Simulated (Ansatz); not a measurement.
Cell and atoms of amorphous Al28O45B2:

```xyz
75
Lattice="9.4420 0.1118 -0.2048 0.1118 9.0878 0.0975 -0.2048 0.0975 9.6863" Properties=species:S:1:pos:R:3 pbc="T T T"
Al     5.0297     0.5038     5.9420
Al     4.5473     4.3785     5.8976
Al     2.5388     1.4843     1.4982
Al     6.9519     2.4741     6.1336
Al     4.9528     2.8564     8.4367
Al     1.7916     3.8487     8.7612
Al     0.7125     7.1408     8.3763
Al     8.4067     4.8410     4.3628
Al     2.0473     5.8747     5.0773
Al     2.7827     7.9516     0.8843
Al     7.5989     8.9930     8.0733
Al     6.2502     6.8472     5.6894
Al     8.9507     2.2343     8.7665
Al     6.7986     6.6402     8.6966
Al     4.8067     8.8544     2.9996
Al     4.6752     9.0766     9.0731
Al     9.3368     6.3362     1.1899
Al     7.1581     4.2457     1.2310
Al     9.4454     9.2102     1.5230
Al     0.1172     3.1030     1.9199
Al     2.4241     4.4195     2.4450
Al     0.5434     2.9988     5.9349
Al     3.5516     5.9352     8.0171
Al     8.9312     7.8030     4.1794
Al     4.7430     6.2016     3.3552
Al     1.8224     8.9502     5.9069
Al     7.3490     1.3591     3.4268
Al     2.8443     1.8942     4.3139
O      8.9647     7.6357     2.3700
O      3.3588     5.8222     6.2435
O      8.3690     7.3021     7.9409
O      3.3996     0.2581     5.2387
O      1.4018     8.4511     7.4867
O      3.4724     3.2579     5.1464
O      5.6953     4.1589     0.0176
O      8.6670     0.5506     9.4096
O      0.9296     4.8321     1.6627
O      8.8443     1.6125     2.3109
O      3.0117     5.5850     3.5972
O      8.3166     4.4014     2.6785
O      5.4024     7.6998     4.2271
O      1.8365     2.7804     2.8625
O      1.1369     7.1862     0.4688
O      8.2226     3.3068     5.2579
O      1.6437     5.5907     8.3008
O      7.7550     1.6162     7.4408
O      8.2405     0.2540     4.4520
O      5.5413     5.2249     2.0391
O      6.2300     0.4191     2.1783
O      6.2913     8.3036     9.1611
O      3.7757     1.2867     2.8558
O      4.0164     7.5110     2.1529
O      5.7644     3.4779     6.9366
O      3.4873     3.9148     8.1597
O      1.4515     2.4979     0.3549
O      0.7559     4.6302     5.1076
O      1.2178     7.4715     4.9506
O      5.6507     1.5901     0.1189
O      3.6622     7.3780     9.0784
O      3.3890     0.4651     0.2623
O      6.4812     2.6869     2.1441
O      7.9552     6.4653     4.9063
O      1.2801     1.5463     5.2790
O      0.5651     3.0344     7.6985
O      6.4272     8.4622     6.5390
O      5.5925     5.3129     4.7902
O      8.4182     3.2849     0.2489
O      5.6435     6.1012     7.4347
O      1.7276     9.1097     1.9954
O      6.0447     1.6129     4.8727
O      3.5369     4.2366     1.1029
O      4.6070     1.1612     7.5721
O      7.7903     5.8356     0.4448
B      6.0757     1.6119     1.4092
B      4.8527     4.5611     1.0480
```

Calculation: PBE, scalar-relativistic without spin-orbit coupling (plane waves to 420 eV, PAW; Ansatz, a program for electronic structure).

Preparation: random packing, a CHGNet melt and quench, and a DFT relaxation. O atoms were pushed apart under 1.9 Å during the dynamics, to hinder bonds among them. The hot cell started wider than the set density and was brought back towards it in steps. It is the lowest in DFT energy of 2 quenches. It is a model cell: composition and starting density were chosen by hand, and all elements were melted together. No dispersion term was used. Its density started from a set value of 3.01 and ended at 2.99 g/cm³. The quench (nominally 280 K/ps over its main leg) was far faster than any real one, so the model tends to hold more defects than a real film. Values belong to this one cell and scatter from quench to quench. Volume and shape were free in the relaxation.

Bonds are counted up to Al-Al 2.66 Å, Al-O 2.28 Å, Al-B 2.25 Å, O-O 1.58 Å, O-B 1.80 Å, B-B 1.97 Å. Two cations that share two anions don't count as bonded, nor two that share one unless they lie closer than Al-Al 2.59 Å, Al-B 2.19 Å, B-B 1.80 Å.

Q: Give the coordination numbers, mean bond lengths and angles.

A: 
```yaml
Mean coordination of Al by anions: 4.54 (15 with 4, 11 with 5, 2 with 6)
Mean coordination of O: 2.96 (4 with 2, 39 with 3, 2 with 4)
Mean coordination of B by anions: 3.00 (2 with 3)
Mean Al-O bond: 1.850 Å (spread 0.091 Å, 127 counted)
Mean O-B bond: 1.379 Å (spread 0.025 Å, 6 counted)
Bond angle at Al: mean 107.5°, spread 23.2°
Bond angle at O: mean 116.9°, spread 18.2°
Bond angle at B: mean 120.0°, spread 6.8°
```

Q: List the pairs of like atoms that count as bonded by the rules above.

A: There are none by these rules.
